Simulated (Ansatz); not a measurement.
**CdS in the zinc blende structure (space group F-43m, No. 216)**

```yaml
crystal:
  lattice:
    - [0.00000, 2.93887, 2.93887]
    - [2.93887, 0.00000, 2.93887]
    - [2.93887, 2.93887, 0.00000]
  atoms:
    - { symbol: S, position: [0.25000, 0.25000, 0.25000] }
    - { symbol: Cd, position: [0.00000, 0.00000, 0.00000] }
```

Calculations: plane-wave PAW DFT at the r2SCAN level (Ansatz, a program for electronic structure, 500 eV), spin-orbit coupling left out. k-mesh 10×10×10 (Γ-centred); smearing 0.05 eV (Fermi–Dirac).

| Item | Value |
|---|---|
| Volume per atom | 25.38 Å³ |
| Density | 4.73 g/cm³ |
| Band gap | 1.54 eV, direct at Γ |
| Electron mass | 0.15 mₑ |
| Hole mass (degenerate bands, along [100]) | 0.16, 0.78, 0.78 mₑ |
| Lowest conduction-band minima above the VBM | Γ 1.54 eV |
| Total energy | -4587.805 eV/atom (σ→0; compares only within this code and set-up) |

Effective masses come from finite differences of ±0.01 Å⁻¹. No phonon test of stability was made.
